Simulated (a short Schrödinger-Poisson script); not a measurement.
Structure: MOS inversion layer, Al2O3 on p-type Ge(111), at 400 K.

```tsv
layer	material	thickness (nm)	Na (cm⁻³)
1	Al2O3	5.9	-
2	Ge	740	3.1e17
```

The device is made up for the run: typed textbook-type constants, with dimensions and the other settings drawn at random. Al2O3: permittivity 9, conduction-band edge (eV) 2.65, gap (eV) 6.8, electron mass (mₑ) 0.3. Ge: permittivity 16, conduction-band edge (eV) 0, gap (eV) 0.664, Nv at 300 K (cm⁻³) 6e18.

Channel valleys (confinement mass, in-plane density-of-states mass, number): L1 1.59, 0.08, 1; L3 0.09, 0.34, 3. At the gate the conduction-band edge of layer 1 lies 2.71 eV − eVg above the Fermi level of the channel; the field vanishes at the back. Gaps are held at their typed values at every temperature. Mesh 0.03 nm at interfaces.

From a short Schrödinger-Poisson script (our own, NumPy): 1D Poisson equation in equilibrium, electrons classical, Fermi-Dirac, parabolic valleys, classical holes, full ionisation, no traps, pinning or gate leakage.

The same stack at other levels of the model or other numerical settings:

```tsv
run	sheet density of all electrons at Vg = 1.7 V (cm⁻²)	sheet density of all electrons at Vg = 0.5 V (cm⁻²)	capacitance at Vg = 1.7 V (μF/cm²)	centroid of the channel electrons at Vg = 1.7 V (nm)	rough cost against the base
base	1.08e13	2.00e12	1.22	1.20	about 1
electrons treated as classical, Boltzmann	?	2.05e12	1.29	?	0.2
electrons treated as quantum, Hartree	?	1.56e12	1.14	2.31	5
mesh six times as coarse	1.08e13	1.98e12	1.21	1.28	0.3
```

### Question
Fill in the missing entries.

### Answer

- electrons treated as quantum, Hartree, sheet density of all electrons at Vg = 1.7 V (cm⁻²): 9.73e12
- electrons treated as classical, Boltzmann, sheet density of all electrons at Vg = 1.7 V (cm⁻²): 1.13e13
- electrons treated as classical, Boltzmann, centroid of the channel electrons at Vg = 1.7 V (nm): 0.85

The classical rows ignore confinement, and Boltzmann statistics overrate the density once the band edge passes the Fermi level.

Only the L valleys are kept; under strong confinement the Δ valleys of Ge fill too.
